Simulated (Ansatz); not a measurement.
# TiO2 with two functionals, pressure 30 GPa

Take TiO₂ in the anatase structure (space group I4_1/amd, No. 141; a = 3.7988 Å, c = 9.7008 Å) as the base.

(Cell as relaxed with PBE.)

Levels (all Ansatz, a quantum-chemistry and plane-wave program, PAW): PBE (420 eV, without spin-orbit coupling); PBEsol (420 eV, spin-orbit coupling left out).

Each level relaxes its own structure.

| base | PBE | PBEsol |
|---|---|---|
| volume per atom | 11.67 Å³ | 11.31 Å³ |
| lattice parameter a | 3.799 Å | 3.770 Å |
| band gap | 2.13 eV | 2.11 eV |

It is then changed as follows: a hydrostatic pressure of 30 GPa.

```tsv
quantity	PBE	PBEsol
smallest direct gap	2.47 eV	2.38 eV
volume per atom	10.05 Å³	9.79 Å³
band gap	1.82 eV	1.73 eV
```

PBE's smallest direct gap lies 0.082 eV above PBEsol's; PBE's volume per atom lies 0.26 Å³ above PBEsol's (2.7 %); PBE's band gap lies 0.09 eV above PBEsol's. Neither level is exact; PBEsol is the comparison here, not a measurement.

Load acts through the strain it causes; cell and atoms are relaxed under it. Whether these cells are dynamically stable was not tested. No other phases were tried under pressure. The final runs are not spin-polarised.
